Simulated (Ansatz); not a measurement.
Structure of amorphous Si72O150H12 (periodic cell):

```xyz
234
Lattice="14.9246 -0.0039 0.0800 -0.0039 14.8168 -0.0831 0.0800 -0.0831 15.4516" Properties=species:S:1:pos:R:3 pbc="T T T"
Si    11.0260     0.5731     5.6779
Si     6.0326    12.0834     9.9834
Si     9.4141     6.9262     6.8999
Si    13.7409     8.0169     5.8511
Si     1.0766     8.4742     7.8945
Si     8.0807     4.7411    11.2749
Si     1.4059     1.5920     9.2721
Si     1.6062     4.7544    13.9892
Si    12.5188     4.5775     3.4400
Si     6.9827     8.4026     3.7876
Si     9.8825     0.9385    10.3567
Si    12.0402     2.8458     7.6286
Si     8.0749     9.4878    14.4088
Si    12.3225     1.9154    14.7855
Si    12.4147    10.3317    12.8104
Si     6.2806     3.6524     7.4176
Si    10.6660     5.4832    12.2323
Si     4.1716     2.8350     9.7682
Si     0.8412     1.7723     6.3022
Si     0.0527    12.2516     5.5917
Si     3.9848     9.1282     3.8253
Si     0.8127    12.0748    15.3511
Si     3.5097     8.6459    14.8174
Si     1.5706     1.4392     2.0347
Si     3.0990     5.3960    11.4304
Si     7.1430    11.3180     4.8193
Si    14.0600     3.5623    10.0036
Si    12.0557    14.4318     2.8829
Si    10.5278    11.0134    14.8294
Si    14.2673     8.2504     3.0342
Si     7.7213     0.0719    13.2620
Si     9.5220    12.6513     6.4040
Si    12.1586     7.3103    12.4519
Si    14.1729     0.0047     0.8097
Si    14.3464     7.0784    14.4222
Si     2.9031    11.8472     4.8749
Si     4.6291     0.5673     1.4787
Si     8.2726    11.7494     0.8938
Si     6.4725     6.6916     6.4799
Si    13.7126    12.4352    10.8311
Si     8.7640     2.1462     4.0299
Si    14.7510    11.0711     8.5122
Si     5.3074     3.2742     2.2935
Si     0.8397     5.9297     9.4008
Si    14.4157     2.7963    12.8738
Si     2.1131     7.3702     1.8792
Si     5.8381    12.7990     2.2571
Si     8.9485    12.8725     9.4703
Si     9.1140     6.6670     2.1352
Si     7.2292     9.4955    11.3711
Si     5.8581     6.6296    11.5751
Si    10.9291    11.4878     2.2379
Si     4.0237     8.4611     6.9569
Si     0.5783    -0.0406    11.7926
Si    12.2078     6.8610     1.4133
Si    13.0361    10.4305     4.2917
Si     5.0463    13.8918    14.0372
Si    10.8015     2.2203    12.1644
Si    10.2243     6.0394     4.8519
Si     4.9579    11.2976     7.1347
Si     5.3948     1.1563    12.1414
Si    10.8706     2.2954     2.0334
Si     6.5539     2.5004     4.8047
Si     6.2114     7.1731    14.5451
Si     9.1542     3.2344     8.7076
Si     1.6449    14.5332     4.5108
Si     7.0527     5.0095     0.6880
Si    14.1527     3.3128     5.5581
Si     3.6935    11.8080     0.1318
Si    14.7488    10.0324    14.7552
Si     2.3916     4.2790     1.5324
Si     7.0856     2.8570    13.6700
O      6.1411     5.0951     6.6356
O      3.8769     8.6157     5.3564
O     12.8282     8.0586     2.3048
O     13.5994    11.8317     4.8946
O     12.4308    12.8945     9.9489
O      9.3903    12.1878    15.1485
O      2.0847     5.7584     2.1497
O      5.0861     8.3152    14.6601
O      6.6683    13.8587    13.9609
O      1.2285     0.3608    10.3250
O     11.7442     3.1976     3.0771
O      7.4301    12.9083    10.0501
O      9.7071     9.6071    14.5798
O      1.1347     0.4767     3.2630
O      1.7148     5.2220     8.2147
O      9.3015     2.4649     2.5055
O      2.9532     2.0505     9.0182
O      8.7132     9.3137    10.6589
O      0.4869     7.4867     9.0429
O      5.5611     2.3934    13.2326
O      9.1629     1.6472     9.0805
O      6.3791     8.1242    11.2520
O      2.6054     7.9499     7.5736
O      2.0755     0.9561     5.5948
O      3.3582    10.2357    -0.0322
O      8.0157     7.8248     2.6208
O      4.9802    12.8281    10.9750
O      2.7327     7.6803     0.4107
O     11.3801     1.5338    13.5119
O      5.2417    14.3053     2.4669
O     11.4162    11.0573     0.7120
O      9.3083     1.5639    11.7960
O     10.8486     3.8571    12.3326
O      1.7384    14.1368    12.6466
O      4.4243     9.8566     7.6717
O     12.0878     0.0134     4.5532
O      3.7607    12.0027     6.2668
O      6.0028     6.2031     0.3192
O      0.5546     7.8384     1.9781
O      6.7579     5.5369    10.7421
O      0.4885     1.0720     0.8651
O      2.8880     8.5286    13.3197
O      7.1949     3.8760    14.9163
O      7.4235    10.5201     0.1906
O     13.5368    14.4207     2.1897
O     10.6153     3.5435     8.0339
O     13.0838     6.8685    15.4373
O      7.6566     7.9356    14.6259
O     12.8027     9.3367     5.5079
O     10.7134    11.5173     6.4614
O      7.3952     1.1806     4.1915
O      6.2268    11.0908     6.1435
O      6.0769     6.3245    13.1628
O     13.9293     4.1180     4.1533
O     11.1597     6.4486    13.4965
O     11.8449     8.9038    12.2153
O      5.4135    12.1066     8.4626
O      0.2911     8.4707    14.6195
O      9.7572    14.1870     9.9842
O      5.2049     7.3856     7.2310
O      6.8653     0.4751    11.9005
O     13.0208     2.8764     8.9436
O     14.3042    13.6765    11.6894
O      4.6105    14.6593    15.3864
O     11.3051    13.0210     2.5988
O     11.7314     5.5150     4.5334
O      5.4897     8.8406     3.2206
O     11.7279     1.3725     6.9411
O      4.2953     6.4811    11.1703
O      9.9934     1.6272     4.9563
O     13.2541     9.9519    14.1529
O      3.5902     3.9976    10.7444
O      0.7645     1.2111     7.8238
O      0.7683    11.1911    13.9160
O     13.5985     3.4090    11.5777
O     10.5775     7.1117     1.4919
O      5.9872     2.4587     6.3290
O      7.6219     9.8088     4.3594
O      0.1947     8.4174     6.5320
O     11.6524    10.6056     3.4173
O      3.1202     1.0489     1.7959
O     12.8511     7.0013     6.7768
O     14.9372    11.9358     9.8711
O     14.2783     9.8364     3.4028
O      2.7965    13.3814     4.2479
O      3.9583     4.0043     1.8190
O     14.8105     1.2575    12.5791
O      2.2295    12.5139     0.4354
O      1.3670    11.3531     5.1662
O      9.2756    11.3162     2.1497
O      0.7607     3.4511     6.1450
O      4.4086    12.3881    14.2077
O      9.6524     5.3918     6.2656
O      2.9397     8.2304     2.9783
O      6.2442    12.0758     3.6687
O      7.8476     3.5301     7.8153
O      0.8530     3.6177    13.1100
O      7.8413     7.1284     7.2793
O      4.8528     1.6940    10.7230
O     12.8712     3.7449     6.5077
O      9.0890    14.0477    13.0119
O      5.2464     3.4386     8.6750
O     10.1993     7.3980     8.2428
O      4.7119    11.9746     1.3991
O      3.5809    10.7324     3.8664
O     12.6712     5.4195     2.0568
O      6.7025     7.2393     4.9373
O      9.3956     5.7904     3.4854
O     13.0744     0.5808    15.3457
O     14.8117    13.3973    15.4478
O     13.7195     7.1629    12.9103
O      2.2062     4.1567    15.3765
O     13.3597    10.1969     8.4782
O      0.5987     2.8618     9.8682
O      2.8452     5.2564    13.0467
O      1.5179     3.0731     2.2408
O      0.5287     5.9093    14.4056
O      4.4388     0.0071    12.8794
O     11.1593     0.7176     2.1935
O     13.4561     2.9447    14.2032
O      5.5684     1.8954     1.4646
O      1.6941     5.9153    10.7984
O      8.7869    12.7815     7.8489
O      9.9993     7.5942     5.4606
O     11.2931     2.6861     0.4964
O     14.3062     1.6521     5.5531
O      7.9307     3.4472     4.6539
O      0.3656    13.7939     5.1994
O      6.3567    10.5801    10.5384
O     14.3411     5.1338     9.6544
O      7.2304    12.8796     1.3843
O      7.6769     3.6177    12.3573
O     14.7818    12.1206     7.2683
O      1.0805    10.0179     8.3999
O      8.4351    12.2222     5.2454
O     11.7025     6.3082    11.1894
O      6.5497     4.2804     2.0393
O      9.0948     5.8180    11.9719
O     11.3969     1.5629    10.7381
O     13.2979    11.1456    11.7572
O      5.2786     2.9369     3.8913
O      8.9585     4.1361    10.0473
O     14.2452     7.3662     4.4214
O     14.8518    10.8926     0.7610
O     11.2524    11.3262    13.4120
O      7.8820     1.4887    14.1070
O      7.5266     9.9593    12.9251
O     10.1817    14.1062     6.1159
O      9.8928    11.6668    10.0411
O      8.4984     5.6832     0.9987
H      2.6394    14.5195    12.6097
H      8.8787     8.5638    10.0619
H     12.5954    10.6379     8.0695
H     11.1743     7.3759     8.1820
H      9.5310    10.7588    10.1940
H     12.8655     6.0521     6.5606
H      2.3122     5.8131     7.7294
H     10.5109    10.6557     6.0641
H     11.5916    12.4028    10.0835
H      1.9203     8.5512    13.2692
H      9.1725    13.3198    13.6606
H      4.0519    12.5537    10.9466
```

Method: PBE, scalar-relativistic without spin-orbit coupling (plane waves to 420 eV, PAW; Ansatz, a quantum-chemistry and plane-wave program).

It comes from a melt-quench run on a machine-learned potential (CHGNet), relaxed afterwards by DFT. O atoms were pushed apart under 1.9 Å during the dynamics, to hinder bonds among them. The hot cell started wider than the set density and was brought back towards it in steps. It is the lowest in DFT energy of 8 quenches. It is a model cell: composition and starting density were chosen by hand, and all elements were melted together. No dispersion term was used. Its density started from a set value of 2.15 and ended at 2.15 g/cm³. Cooling (nominally 520 K/ps over its main leg) ran many orders faster than in experiment, which tends to leave more defects and strain. A cell of this size samples the disorder only roughly. The volume was held where the preparation left it and the shape relaxed, at a PBE pressure of 0.0 GPa.

Neighbours within Si-Si 2.60 Å, Si-O 1.90 Å, Si-H 1.70 Å, O-O 1.58 Å, O-H 1.22 Å, H-H 0.90 Å count as bonded. Two cations that share two anions don't count as bonded, nor two that share one unless they lie closer than Si-Si 2.38 Å.

Give the coordination numbers, mean bond lengths and angles.


| Quantity | Value |
|---|---|
| Mean coordination of Si by anions | 4.00 (72 with 4) |
| Mean coordination of O | 2.00 (150 with 2) |
| Mean coordination of H | 1.00 (12 with 1) |
| Mean Si-O bond | 1.638 Å (spread 0.018 Å, 288 counted) |
| Mean O-H bond | 0.975 Å (spread 0.006 Å, 12 counted) |
| Bond angle at Si | mean 109.4°, spread 5.2° |
| Bond angle at O | mean 135.0°, spread 19.6° |

List the pairs of like atoms that count as bonded by the rules above.

There are none by these rules.
